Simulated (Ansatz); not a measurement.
**Pressure series in Ir**

Base system: Ir in the fcc (Cu type) structure (space group Fm-3m, No. 225; a = 3.830 Å).

Cell and atoms are relaxed at each pressure.

Method: PBEsol, PAW, 420 eV (Ansatz, an electronic-structure program; no spin-orbit coupling).

```tsv
pressure (GPa)	volume per atom (Å³/atom)
-2	14.125
-1	14.088
0	14.051
1.8	13.986
4.2	13.903
18	?
30	13.155
45	12.810
60	12.509
```

Problem. Fit the third-order Birch–Murnaghan form P(V) = (3B₀/2)[(V₀/V)^(7/3) − (V₀/V)^(5/3)]·[1 + (3/4)(B₀′ − 4)((V₀/V)^(2/3) − 1)] (squares taken in P) to the rows shown and predict the withheld row.

Solution. Least squares on the printed values gives V₀ = 14.051 Å³/atom, B₀ = 387 GPa, B₀′ = 5.0; this predicts 13.474 Å³/atom, and the run gives 13.473 Å³/atom, in agreement.

Measured bulk modulus of Ir: 365 GPa (static lattice; corrected from measurement; as listed in H. Levämäki et al., Physical Review B (2014)); the computed value is 6 % above it.

Load acts through the strain it causes; cell and atoms are relaxed under it. No phonon test of stability was made. Competing high-pressure phases were not computed. The final runs are not spin-polarised.
